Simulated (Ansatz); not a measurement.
Consider MgS in the rock salt structure (space group Fm-3m, No. 225; a = 5.129 Å). Axes: x, y, z lie along the cube axes.

The values are results of LDA (Ansatz, a program for electronic structure), no SOC, not measurements.

Strains are applied to the cell and any free atomic positions relax.

One change was made to it. Results:

```tsv
quantity	base	after
pressure (mean of the normal stresses, compression positive)	0.00 GPa	-0.80 GPa
band gap	2.65 eV	2.58 eV
electron mass	0.53 mₑ along k, 0.28 mₑ across (at X)	0.52 mₑ along k, 0.29 mₑ across (at X)
```

**Question.** Which change produced these results?
A. uniaxial strain ε_zz = −1.50 %
B. uniaxial strain ε_zz = +2.50 %
C. uniaxial strain ε_zz = −2.00 %
D. uniaxial strain ε_zz = +1.00 %

**Answer.** D, uniaxial strain ε_zz = +1.00 %. For comparison, the pressure in the other runs: uniaxial strain ε_zz = −1.50 % gives 1.34 GPa; uniaxial strain ε_zz = −2.00 % gives 1.82 GPa; uniaxial strain ε_zz = +2.50 % gives -1.86 GPa.

Effective masses come from finite differences of ±0.01 Å⁻¹. Along k means along the line from Γ to the band edge. No phonon test of stability was made.
